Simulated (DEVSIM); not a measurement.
Device: abrupt GaAs n-p junction, at 300 K.

Layer 1 from the left is GaAs, thickness (μm) 0.540, Nd (cm⁻³) 3.1e16, τn (s) 2.1e-8, τp (s) 2.1e-8. Layer 2 from the left is GaAs, thickness (μm) 1.20, Na (cm⁻³) 1.5e16, τn (s) 2.1e-8, τp (s) 2.1e-8.

Left contact: ohmic. Right contact: ohmic. Voltage is applied to the left contact. Recombination: SRH at mid-gap, radiative, Auger. Mobility is μmin + (μ − μmin)/(1 + (N/Nref)^α).

The device is made up for the run: typed textbook-type constants, with dimensions and the other settings drawn at random. Values at 300 K.

GaAs: gap (eV) 1.424, affinity (eV) 4.07, permittivity 12.9, Nc (cm⁻³) 4.7e17, Nv (cm⁻³) 9e18, μn (cm²/Vs) 8500, μp (cm²/Vs) 400, μn,min 500, μp,min 20, Nref,n 6e16, Nref,p 1.5e17, αn 0.39, αp 0.38, B (cm³/s) 2e-10, Cn (cm⁶/s) 1e-30, Cp (cm⁶/s) 1e-30.

Problem. Estimate by hand the built-in potential, the peak field at zero bias, the capacitance at 1.5 V, and compare with a numerical solution.

Solution. 
- Built-in potential: ni = √(Nc Nv) exp(−Eg/2kT) = 2250000 cm⁻³ with Eg = 1.424 eV; Vbi = kT/q ln(Na Nd/ni²) = 1.188 V; numerical 1.188 V.
- Peak field at zero bias: depletion approximation: W = √(2εVbi/(qN)) = 0.409 μm with N = 1.01e16 cm⁻³; field = 2Vbi/W = 58100 V/cm; numerical 56800 V/cm (estimate above by 2.2 %).
- Capacitance at 1.5 V: C = √(qεN / 2(Vbi + |V|)) = 18.5 nF/cm²; numerical 18.7 nF/cm² (estimate below by 0.98 %).

DEVSIM, 1D drift-diffusion, Boltzmann statistics, complete ionisation; no tunnelling, impact ionisation, image-force lowering or self-heating.
